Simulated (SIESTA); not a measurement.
SIESTA run on SnS (F-43m, 2 atoms in the cell): self-consistent single point.

Computed with GGA PBEsol, numerical atomic orbitals DZP, PseudoDojo PBEsol standard norm-conserving potentials (rewritten from UPF to PSML) (SIESTA 5.4.2).

The change in words: lattice scaled by 0.98. Reference geometry:
```
SnS
1.0
    0.00000     3.26514     3.26514
    3.26514     0.00000     3.26514
    3.26514     3.26514     0.00000
Sn S
1 1
Cartesian
  0.00000   0.00000   0.00000
  4.89771   4.89771   4.89771
```

Reference input (self-consistent single point, DFT, GGA PBEsol, numerical atomic orbitals DZP, PseudoDojo PBEsol standard norm-conserving potentials (rewritten from UPF to PSML)): XC.functional = GGA; XC.authors = PBEsol; potentials = PseudoDojo PBEsol standard; PAO.BasisSize = DZP; PAO.EnergyShift = 0.005 Ry; MeshCutoff = 300 Ry; kgrid.MonkhorstPack = 5 5 5; OccupationFunction = MP; OccupationMPOrder = 0; ElectronicTemperature = 1160.45 K; MaxSCFIterations = 150; SCF.Mixer.Method = Pulay. This run's input differs from it in these lines:

```diff
@@ -10,7 +10,7 @@
 %endblock ChemicalSpeciesLabel
-LatticeConstant              4.617605 Ang
+LatticeConstant              4.525253 Ang
 %block LatticeVectors
-     0.000000000    0.707106823    0.707106823
-     0.707106823    0.000000000    0.707106823
-     0.707106823    0.707106823    0.000000000
+     0.000000000    0.707106763    0.707106763
+     0.707106763    0.000000000    0.707106763
+     0.707106763    0.707106763    0.000000000
 %endblock LatticeVectors
@@ -19,3 +19,3 @@
      0.000000000    0.000000000    0.000000000  1
-     1.060660234    1.060660234    1.060660234  2
+     1.060660144    1.060660144    1.060660144  2
 %endblock AtomicCoordinatesAndAtomicSpecies
```

The program printed (abridged):

```
        iscf     Eharris(eV)        E_KS(eV)     FreeEng(eV)     dDmax    Ef(eV) dHmax(eV)
   scf:    1    -2439.522719    -2439.093244    -2439.093244  0.475907 -4.155881  3.175080
   scf:    2    -2439.895618    -2439.549928    -2439.550231  0.032725 -4.060281  1.919565
   scf:    3    -2439.686939    -2439.666256    -2439.671368  0.041005 -3.996256  0.600268
   scf:    4    -2439.637336    -2439.662145    -2439.663039  0.026847 -4.124658  0.562494
   scf:    5    -2439.682657    -2439.675527    -2439.677761  0.007709 -4.087410  0.132607
   scf:    6    -2439.675363    -2439.675813    -2439.678560  0.003190 -4.060405  0.026573
   scf:    7    -2439.676065    -2439.675958    -2439.678577  0.001006 -4.070027  0.013339
   scf:    8    -2439.675870    -2439.675917    -2439.678585  0.000230 -4.068655  0.000561
   scf:    9    -2439.675912    -2439.675915    -2439.678585  0.000016 -4.068537  0.000137
SCF Convergence by DM+H criterion
max |DM_out - DM_in|         :     0.0000157126
max |H_out - H_in|      (eV) :     0.0001374105
SCF cycle converged after 9 iterations

Using DM_out to compute the final energy and forces

siesta: E_KS(eV) =            -2439.6759

siesta: E_KS - E_eggbox =     -2439.6759

siesta: Atomic forces (eV/Ang):
     1    0.000009    0.000009    0.000009
     2   -0.000008   -0.000008   -0.000008
   Tot    0.000000    0.000000    0.000000
   Max    0.000009
   Res    0.000009    sqrt( Sum f_i^2 / 3N )
   Max    0.000009    constrained

Stress tensor Voigt[x,y,z,yz,xz,xy] (kbar):      -12.52      -12.52      -12.52       -0.18       -0.18       -0.18
(Free)E + p*V (eV/cell)    -2439.1667
Target enthalpy (eV/cell)    -2439.6786

siesta: Program's energy decomposition (eV):
siesta: FreeEng =     -2439.678585

   [... lines left out ...]
siesta: Cell volume =         65.525986 Ang**3
siesta:          12.51512281         12.51612835  kBar
   [... lines left out ...]
               3s      3s      3py     3pz     3px     3py     3pz     3px
               3Pdxy   3Pdyz   3Pdz2   3Pdxz   3Pdx2-y2
   2  6.163   1.701   0.079   1.377   1.377   1.377   0.052   0.052   0.052
              0.027   0.027   0.006   0.027   0.006

mulliken: Qtot =       20.000

Mulliken Atomic Populations:
Atom #   charge [q] valence [e]  Species
     1     0.162508   13.837492  Sn
     2    -0.162508    6.162508  S
 Total     0.000000
```

The run converged in 9 iterations. Against the reference run the free energy stays essentially unchanged (within 1 meV/atom), the pressure goes from -1.02 to 1.25 GPa and the gap on the mesh goes from 0.432 to 0.233 eV.

The starting cell comes from a database of computed structures (which also holds hypothetical and non-ambient phases and stackings), without a prior relaxation at this level. For this run, on top of that: lattice scaled by 0.98. Values carry the incompleteness of an atom-centred basis.
